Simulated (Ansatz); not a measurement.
An ideal cubic perovskite cell is held by its symmetry; such compounds can tilt or shift off centre at room temperature. The starting structures come from a database of crystals and need not be the phases stable at ambient conditions.

By PBEsol, the system below comes out a metal.

Crystal: SrNbO3 (Pm-3m, cubic perovskite, not sure to be the ambient phase, 5 atoms a cell, 13.5 Å³ an atom, -7 GPa at this level); planes in its conventional cell.

Method: PBEsol (plane waves, PAW; Ansatz, a first-principles code).

G/A = (e²/h) × open channels of both spins per area, as a mean over 0.1 eV about the Fermi level, without spin-orbit coupling, for the cells as given.

```json
[
 {"plane": "(111)", "area (Å²)": "28.7", "G/A (10¹⁵ S/m²)": "0.53"},
 {"plane": "(001)", "area (Å²)": "16.6", "G/A (10¹⁵ S/m²)": "?"},
 {"plane": "(110)", "area (Å²)": "23.4", "G/A (10¹⁵ S/m²)": "?"}
]
```

Task: Some entries are withheld; supply them.

Result: 
- (001), G/A (10¹⁵ S/m²): 0.44
- (110), G/A (10¹⁵ S/m²): 0.51
